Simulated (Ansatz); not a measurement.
Sn_Si+V_C in 4H silicon carbide: one set of geometries, relaxed with PBE, evaluated in Ansatz (PAW, plane waves to 420 eV, 500 eV under r2SCAN) with PBE, r2SCAN.

Cell and caveats: 96-site cell; 2×2×2 shifted k-points; start: the Si(k) site; C(k) 1.90 Å away, along c; charged states image-corrected; no spin–orbit coupling; finite-size errors of tenths of an eV; relaxed from one start, so a lower configuration may exist; flagged in the runs: a host whose relaxation on this sampling wasn't shown to rest.

```tsv
quantity	PBE	r2SCAN
host gap (eV)	2.23	…
ε(+2/+1) above the VBM (eV)	0.92	…
largest moment on one atom at charge +1 (μB)	0.06	…
largest moment on one atom at charge −1 (μB)	0.06	…
```

**Question.** Given the lower rungs, what does r2SCAN give?

**Answer.** 
- host gap (eV), r2SCAN: 2.59
- ε(+2/+1) above the VBM (eV), r2SCAN: 1.03
- largest moment on one atom at charge +1 (μB), r2SCAN: 0.07
- largest moment on one atom at charge −1 (μB), r2SCAN: 0.07

Ansatz is a program for electronic structure.
